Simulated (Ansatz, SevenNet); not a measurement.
CsCl-type RuAl: properties by level of theory

Reference values: lattice constant a 2.992 Å (measured, temperature not stated, copied from a table, unchecked, no zero-point or thermal correction; as tabulated in Acta Metallurgica 41, 863 (1993)); formation enthalpy -0.644 ± 0.02 eV/atom (measured, 298 K, copied from a table, unchecked, no zero-point or thermal correction; as tabulated in Wang et al. (2021), doi:10.1038/s41598-021-94550-5).

```tsv
level (code)	lattice parameter a (Å)	enthalpy of formation (eV/atom)
SevenNet-0 (SevenNet)	3.007	-0.691
SevenNet-l3i5 (SevenNet)	3.005	-0.690
PBEsol (Ansatz)	2.976	-0.628
PBE-D4 (Ansatz)	2.979	-0.676
```

Differences from the reference values (errors of the level alone only where the reference is corrected to a static lattice):

```
level          lattice constant a (%)  formation enthalpy (eV/atom)
-------------  ----------------------  ----------------------------
SevenNet-0                      +0.50                        -0.047
SevenNet-l3i5                   +0.43                        -0.046
PBEsol                          -0.53                        +0.016
PBE-D4                          -0.43                        -0.032
```

Nearest: lattice constant a, not ranked (reference at room or unstated temperature); formation enthalpy, not ranked (one source).

Machine-learned potentials (SevenNet-0, SevenNet-l3i5) are trained on DFT data, which may include these solids.

Ansatz's density-functional and Hartree–Fock values are scalar-relativistic unless marked +SOC, with PAW data made under PBE.

Differences are worked out from the printed values.

Ansatz is an electronic-structure program.
